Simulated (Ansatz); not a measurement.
1T (CdI2-type) PtTe₂, treated with PBE-D3(BJ)+SOC in Ansatz (plane waves, PAW).

Settings: plane-wave cutoff 520 eV, 12×12×8 k mesh (along the axes of the cell as run), Fermi–Dirac smearing 0.1 eV, perturbation theory, PAW data made under PBE.

Computed at the level's own relaxed cell.

Harmonic phonon frequencies (cm⁻¹; i marks an imaginary mode):

| q point | frequencies |
|---|---|
| Γ | 0 0 0 104 104 155 160 169 169 |
| M | 83 86 104 112 112 151 155 163 173 |
| K | 79 97 97 106 106 155 155 160 160 |
| A | 45 45 61 119 119 146 166 173 173 |

No imaginary mode appears at these points.

Ansatz is a program for electronic structure.
